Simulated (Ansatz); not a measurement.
**Effect of isotropic strain +0.64 % on Pb**

Consider Pb in the fcc (Cu type) structure (space group Fm-3m, No. 225; a = 5.040 Å; relaxed with 0.1 eV smearing).

Now apply this change: the cell is scaled by 1.0064 in all directions, atoms relaxed at fixed cell.

Level of theory: PBE in Ansatz (plane waves to 420 eV, PAW, spin-orbit coupling left out). Γ-centred 23×23×23 mesh, Fermi–Dirac width 0.1 eV.

The volume per atom increases by 0.618 Å³ (32.01 Å³ → 32.62 Å³) and the space group remains Fm-3m (No. 225). The shortest interatomic distance increases by 0.023 Å, from 3.564 Å to 3.587 Å and the energy goes up by 1.4 meV/atom. The pressure goes from zero to -0.7 GPa and the band gap remains zero.

Cost of the whole job for the changed cell (relaxation, final SCF and bands): roughly 15 core-seconds.

Whether these cells are dynamically stable was not tested.

Ansatz is a quantum-chemistry and plane-wave program.
